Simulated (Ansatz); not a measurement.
ZnS (P3m1, No. 156, 36 atoms in the cell; start mp-556989; a measured phase of this formula has another space group), treated with r²SCAN+rVV10 (Ansatz, a program for electronic structure, plane waves, PAW).

Numerical settings: plane-wave cutoff 560 eV, 12×12×1 k mesh (along the axes of the cell as run), Fermi–Dirac smearing 0.01 eV, scalar-relativistic PAW data made under PBE.

Cell (relaxed at this level):

ZnS has the trigonal space group P3m1 (No. 156), Pearson symbol hP36. Conventional cell: a = b = 3.794 Å, c = 55.864 Å, α = β = 90.00°, γ = 120.00°. Zn1 on 1a sees 4 S at 2.324 Å (tetrahedral). Zn2 on 1a has 4 S at 2.324 Å (tetrahedral). Zn3 on 1c has 4 S at 2.324 Å (tetrahedral). Zn4 on 1c has 4 S at 2.326–2.329 Å (tetrahedral). Zn5 on 1a is surrounded by 4 S at 2.324 Å (tetrahedral). Zn6 on 1a is surrounded by 4 S at 2.324 Å (tetrahedral). Zn7 on 1a has 4 S at 2.324 Å (tetrahedral). Zn8 on 1b has 4 S at 2.324 Å (tetrahedral). 28 further independent sites are not listed. (Neighbours: up to the widest gap in distance over summed covalent radii, below 1.35, at either atom; cation-cation and far metal-metal contacts left out.)

Task: Estimate the band gap that the calculation returns.

Result: 
band gap: 2.73 eV (direct)

The computed numbers hold no vibrational or temperature effects.

Cost on a shared machine: very roughly 30 core-minutes.

A start named mp-… is a Materials Project structure, which need not be a measured phase.
